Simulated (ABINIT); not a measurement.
Worked example: self-consistent single point of NaCl (Fm-3m, 2 atoms in the cell) in ABINIT.

Method of the run: PBE, norm-conserving pseudopotentials (PseudoDojo nc-sr-05 PBE standard) (plane waves; ABINIT).

The change in words: lattice scaled by 0.98. Reference geometry:
```
CELL_PARAMETERS angstrom
      0.00000     2.75076     2.75076
      2.75076     0.00000     2.75076
      2.75076     2.75076     0.00000
ATOMIC_POSITIONS crystal
  Na 0.00000 0.00000 0.00000
  Cl 0.50000 0.50000 0.50000
```

Reference input (self-consistent single point, DFT, PBE, plane waves, norm-conserving pseudopotentials (PseudoDojo nc-sr-05 PBE standard)): pseudos = [Na.upf, Cl.upf]; ecut = 88 Ry; occopt = 3; tsmear = 0.02 eV; ngkpt = 8 8 8; nshiftk = 1; shiftk = 0 0 0; potentials = PseudoDojo nc-sr-05 PBE standard; nband = 13; kptopt = 1; nstep = 100; tolvrs = 1e-10. This run's input differs from it in these lines:

```diff
@@ -3,5 +3,5 @@
 pseudos "Na.upf, Cl.upf"
-acell 7.3513329298 7.3513329298 7.3513329298
+acell 7.2043066453 7.2043066453 7.2043066453
 rprim
-         0.0000000000    0.7071067812    0.7071067812
+        -0.0000000000    0.7071067812    0.7071067812
          0.7071067812   -0.0000000000    0.7071067812
```

Output, abridged:

```
--- !BeginCycle
solver: {iscf: 7, nstep: 100, nline: 4, wfoptalg: 0, }
tolerances: {tolvrs: 1.00E-10, }
...

     iter   Etot(hartree)      deltaE(h)  residm     vres2
 ETOT  1  -62.210322058907    -6.221E+01 8.418E-02 1.024E+02
 ETOT  2  -62.241584300388    -3.126E-02 8.013E-03 8.858E+00
 ETOT  3  -62.242526354844    -9.421E-04 2.143E-03 3.279E-01
 ETOT  4  -62.242536242067    -9.887E-06 1.377E-03 2.846E-02
 ETOT  5  -62.242537234951    -9.929E-07 2.236E-04 1.466E-03
 ETOT  6  -62.242537548384    -3.134E-07 1.496E-04 1.311E-05
 ETOT  7  -62.242537549431    -1.047E-09 1.333E-04 1.502E-07
 ETOT  8  -62.242537549437    -5.890E-12 3.818E-05 2.049E-09
 ETOT  9  -62.242537549436     1.414E-12 6.918E-05 1.200E-11
 At SCF step    9       vres2   =  1.20E-11 < tolvrs=  1.00E-10 =>converged.

 Cartesian components of stress tensor (hartree/bohr^3)
  sigma(1 1)= -1.95294056E-04  sigma(3 2)=  0.00000000E+00
  sigma(2 2)= -1.95294056E-04  sigma(3 1)=  0.00000000E+00
  sigma(3 3)= -1.95294056E-04  sigma(2 1)=  0.00000000E+00

 ----iterations are completed or convergence reached----

 reduced coordinates (array xred) for    2 atoms
       0.000000000000      0.000000000000      0.000000000000
       0.500000000000      0.500000000000      0.500000000000
 cartesian forces (eV/Angstrom) at end:
    1     -0.00000000000000    -0.00000000000000    -0.00000000000000
    2     -0.00000000000000    -0.00000000000000    -0.00000000000000
 frms,max,avg= 0.0000000E+00 0.0000000E+00   0.000E+00  0.000E+00  0.000E+00 e/A
   [... lines left out ...]
 Fermi (or HOMO) energy (hartree) =   0.03450   Average Vxc (hartree)=  -0.32353
   [... lines left out ...]
total_energy        : -6.22425375494359E+01
total_energy_eV     : -1.69370558167816E+03
band_energy         : -9.11513447310512E+00
...

-Cartesian components of stress tensor (GPa)         [Pressure=  5.7457E+00 GPa]
- sigma(1 1)= -5.74574852E+00  sigma(3 2)=  0.00000000E+00
- sigma(2 2)= -5.74574852E+00  sigma(3 1)=  0.00000000E+00
- sigma(3 3)= -5.74574852E+00  sigma(2 1)=  0.00000000E+00

 Calculation completed.
```

The run converged in 9 iterations. Against the reference run the free energy rises by 33.6 meV/atom, the pressure goes from 3.17 to 5.75 GPa and the gap on the mesh goes from 5.412 to 5.683 eV.

The starting cell comes from a database of computed structures (which also holds hypothetical and non-ambient phases and stackings), without a prior relaxation at this level. Its lattice was rescaled by a random factor within 2.5 % of one. For this run, on top of that: lattice scaled by 0.98. With a pressure of about 6 GPa the cell is away from its equilibrium volume at this level.

Cost on one core of a shared machine: roughly 60 s.
